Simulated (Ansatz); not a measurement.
# Effective masses and thermopower of Si (I4_1/amd)

Data:

```
CELL_PARAMETERS angstrom
      0.00000     2.73314     2.70376
      2.73314     0.00000     2.70376
      2.73314     2.73314     0.00000
ATOMIC_POSITIONS crystal
  Si 0.25000 0.25000 0.25000
  Si 0.00000 0.00000 0.00000
```

Calculation: PBEsol with spin-orbit coupling, rigid bands (plane waves, PAW; Ansatz, an electronic-structure program). Condition of this run: biaxial stress xx = yy = -1 GPa (compression positive) (the target of the relaxation). Geometry: cell and atoms relaxed with PBEsol, then loaded as said.

The band gap is 0.36 eV, the electron conductivity mass (300 K, dilute) is 0.21 (x), 0.21 (y), 0.83 (z) mₑ and the hole conductivity mass (300 K, dilute) comes out as 0.35 (x), 0.35 (y), 0.34 (z) mₑ. The effective density of states N_c (300 K) is 1.0e19 cm⁻³ and the effective density of states N_v (300 K) is 8.1e18 cm⁻³. The density-of-states mass, electrons is 0.55 mₑ, the density-of-states mass, holes is 0.47 mₑ and the Seebeck coefficient, n-type 1e19 cm⁻³, 300 K comes out as -255 μV/K. The Seebeck coefficient, p-type 1e19 cm⁻³, 300 K is 285 μV/K. The best p-type power factor at 300 K for τ = 10 fs (best axis; densities from 1e16 to 1e21 cm⁻³ tried, whether or not they can be reached) is 14.8 μW/(cm·K²) at 1e20 cm⁻³.

Rigid bands; masses and Seebeck coefficients take one relaxation time τ for all states and one kind of carrier; polarons and phonon drag are left out.
